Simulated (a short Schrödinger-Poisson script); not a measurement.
Structure: MOS inversion layer, SiO2 on p-type Si(100), at 300 K.

From the gate side: 1.5 nm SiO2; 1200 nm Si, acceptors 3e16 cm⁻³.

The device is made up for the run: typed textbook-type constants, with dimensions and the other settings drawn at random. SiO2: permittivity 3.9, conduction-band edge (eV) 3.15, gap (eV) 9, electron mass (mₑ) 0.5. Si: permittivity 11.7, conduction-band edge (eV) 0, gap (eV) 1.124, Nv at 300 K (cm⁻³) 3.1e19.

Channel valleys (confinement mass, in-plane density-of-states mass, number): Δ2 0.916, 0.19, 2; Δ4 0.19, 0.417, 4. At the gate the conduction-band edge of layer 1 lies 3.71 eV − eVg above the Fermi level of the channel; the field vanishes at the back. Gaps are held at their typed values at every temperature. Mesh 0.03 nm at interfaces.

Solved with a short Schrödinger-Poisson script written for these runs: 1D Poisson equation in equilibrium, electrons quantum, Hartree (BenDaniel-Duke, 12 states a valley, the channel's in-plane mass for all, wave functions ending at the dielectric), parabolic valleys, classical holes, full ionisation, no traps, pinning or gate leakage.

```csv
Vg (V),electrons (cm⁻²),C (μF/cm²),Δ2 E0 (meV from the Fermi level),Δ4 E0 (meV from the Fermi level)
0.4,2.38e9,0.0706,229.8,252.1
0.45,1.41e10,0.131,182.9,205.9
0.5,6.99e10,0.360,140.3,164.5
0.55,2.28e11,0.719,107.5,134.1
0.6,4.93e11,0.999,84.6,114.5
0.65,8.32e11,1.18,67.9,101.6
0.7,1.22e12,1.31,54.9,92.5
0.75,1.64e12,1.40,44.4,85.7
0.8,2.09e12,1.47,35.5,80.3
0.85,2.56e12,1.53,27.8,76.0
0.9,3.04e12,1.57,20.9,72.5
0.95,3.54e12,1.61,14.8,69.4
1,4.05e12,1.64,9.2,66.8
1.05,4.57e12,1.67,4.0,64.4
1.1,5.09e12,1.69,-0.9,62.4
1.15,5.62e12,1.71,-5.4,60.5
1.2,6.16e12,1.73,-9.8,58.7
1.25,6.70e12,1.74,-13.9,57.1
1.3,7.24e12,1.75,-17.9,55.6
1.35,7.79e12,1.77,-21.7,54.2
```

Gate voltages with under 1e9 electrons/cm² are left out.

Question: At Vg = 1.35 V the lowest Δ2 subband lies at -21.7 meV from the Fermi level. How many electrons does it hold, and what share of all?

Answer: The two-dimensional density of states is g m/(πħ²) = 1.59e11 cm⁻² meV⁻¹ (both spins), kT = 25.9 meV, so n = D kT ln(1 + exp(−E/kT)) = 4.92e12 cm⁻², 0.63 of the 7.79e12 cm⁻² in all.

Question: Compare the slope of the sheet density between 1.25 and 1.35 V with the geometric capacitance of the layers between gate and channel.

Answer: q Δn/ΔV = 1.75 μF/cm²; ε0/Σ(t/ε) = 2.30 μF/cm². The ratio is 0.76: the channel acts as a further capacitance in series.
